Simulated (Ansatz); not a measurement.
# How the c axis length of AlP (model structure, started from the WC type, P-6m2, No. 187, 2 atoms in the cell) moves with the method

No measured value is used here.

| level (code) | value (Å) |
|---|---|
| PBE (Ansatz) | 3.055 |
| PBEsol (Ansatz) | 3.039 |
| PBE-D3(BJ) (Ansatz) | ___ |

**Question.** Complete the blanks.

**Answer.** 
- PBE-D3(BJ) (Ansatz, a quantum-chemistry and plane-wave program), value (Å): 3.024

Ansatz's density-functional and Hartree–Fock values are scalar-relativistic unless marked +SOC, with PAW data made under PBE.

A model structure was made by putting elements into a prototype or built by hand; it is no filed structure, need not be a known phase, and can be a saddle point held by its symmetry.
